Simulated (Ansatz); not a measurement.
The starting structures come from a database of crystals and need not be the phases stable at ambient conditions.

Inside the gap of an insulator the Bloch states are evanescent, with a wavenumber k + iκ along the transport direction.

```yaml
crystal:
  lattice:
    - [3.75684, 0.00000, 0.00000]
    - [-1.87842, 3.25352, 0.00000]
    - [1.87842, 1.08451, 3.00730]
  atoms:
    - { symbol: Mg, position: [0.00000, 0.00000, 0.00000] }
    - { symbol: S, position: [0.00000, 0.50000, 0.50000] }
```

The cell is strained (lengths across the current scaled by 1.02, ions clamped); by r2SCAN it stands under a pressure of -3.1 GPa.

Transport runs along the normal of the first two printed cell vectors, the (111) (indices of the unstrained crystal) plane of the conventional cell.

The gap is the functional's own. No spin-orbit coupling. Mid-gap values are those at the computed energy nearest the middle.

Question: State the band gap and the smallest decay constant κ at mid-gap according to r2SCAN in Ansatz (a first-principles code).

Answer: Gap 3.25 eV on a 12×12×12 mesh; κ = 0.235 1/Å, at the zone centre.
